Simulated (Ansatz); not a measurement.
Consider WC (space group P-6m2, No. 187; a = 2.898 Å, c = 2.828 Å).

All numbers come from PBEsol/PAW in Ansatz (a program for electronic structure), no spin-orbit coupling.

One change was made to it. Results:

```
quantity             base    after
---------------  --------  -------
c/a ratio           0.976    0.980
volume per atom  10.29 Å³  9.79 Å³
```

**Question.** Name the change that was made.
(A) pressure 2.1 GPa
(B) pressure 22.5 GPa
(C) pressure 9 GPa

**Answer.** B, pressure 22.5 GPa. For comparison, the volume per atom in the other runs: pressure 2.1 GPa gives 10.23 Å³; pressure 9 GPa gives 10.07 Å³.

Load acts through the strain it causes; cell and atoms are relaxed under it. Whether these cells are dynamically stable was not tested. No other phases were tried under pressure. The final runs are not spin-polarised.
